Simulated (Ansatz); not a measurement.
**Response to strain in ZnSe**

Consider ZnSe in the zinc blende structure (space group F-43m, No. 216).

```xyz
2
Lattice="0.0000 2.8167 2.8167 2.8167 0.0000 2.8167 2.8167 2.8167 0.0000" Properties=species:S:1:pos:R:3 pbc="T T T"
Zn     0.0000     0.0000     0.0000
Se     1.4083     1.4083     1.4083
```

Cartesian axes are those of the cell as printed.

Strains are applied to the cell and any free atomic positions relax; under biaxial strain the out-of-plane vector relaxes too.

Computed with Ansatz (an electronic-structure program) PBEsol, no spin-orbit coupling.

Candidates:
(a) biaxial strain +0.50 %, plane normal [001], relaxed out of plane
(b) biaxial strain −1.50 %, plane normal [001], relaxed out of plane
(c) biaxial strain −3.00 %, plane normal [001], relaxed out of plane
(d) biaxial strain −2.50 %, plane normal [001], relaxed out of plane
(e) biaxial strain +3.00 %, plane normal [001], relaxed out of plane

### Question
Order them by out-of-plane strain, lowest first.

### Answer
(e) biaxial strain +3.00 %, plane normal [001], relaxed out of plane (-3.67 %), (a) biaxial strain +0.50 %, plane normal [001], relaxed out of plane (-0.60 %), (b) biaxial strain −1.50 %, plane normal [001], relaxed out of plane (+1.77 %), (d) biaxial strain −2.50 %, plane normal [001], relaxed out of plane (+2.93 %), (c) biaxial strain −3.00 %, plane normal [001], relaxed out of plane (+3.51 %)

Stability against distortions was not tested.
